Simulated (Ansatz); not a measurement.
# C: response to strain

Start from C in the diamond structure (space group Fd-3m, No. 227).

```
C
1.0
    0.00000     1.77690     1.77690
    1.77690     0.00000     1.77690
    1.77690     1.77690     0.00000
C
2
Direct
  0.50000   0.50000   0.50000
  0.75000   0.75000   0.75000
```

Cartesian axes are those of the cell as printed.

Strains are applied to the cell and any free atomic positions relax; under biaxial strain the out-of-plane vector relaxes too.

Calculations: PBEsol/PAW in Ansatz (a quantum-chemistry and plane-wave program), scalar-relativistic without spin-orbit coupling.

Notes on the quantities. energy relative to the base: free energy F.

| change | gap character | electron mass | energy relative to the base |
|---|---|---|---|
| base | – | 1.6 mₑ along k, 0.29 mₑ across (off the special points) | 0 meV/atom |
| biaxial strain +1.13 %, plane normal [110], relaxed out of plane | indirect, Γ → k = (3/8, 0, 3/8) in the run's primitive reciprocal basis | 1.6 mₑ along k, 0.30 mₑ across (off the special points) | +5.4 meV/atom |
| uniaxial strain ε_xx = +1.27 % | indirect, Γ → Γ–X (75 % along) | 1.6 mₑ along k, 0.29 mₑ across (off the special points) | +3.0 meV/atom |
| uniaxial strain ε_yy = −0.87 % | indirect, Γ → k = (3/8, 0, 3/8) in the run's primitive reciprocal basis | 1.6 mₑ along k, 0.29 mₑ across (off the special points) | +1.4 meV/atom |
| tensor shear ε_xy = −2.01 % | indirect, Γ → Γ–X (88 % along) | – | +16 meV/atom |

A biaxial case was relaxed in a doubled cell and then solved in the primitive one. Masses are band curvatures over ±0.01 Å⁻¹ around the edge. Along k means along the line from Γ to the band edge. Whether these cells are dynamically stable was not tested. k-point labels follow each cell's own Brillouin zone.
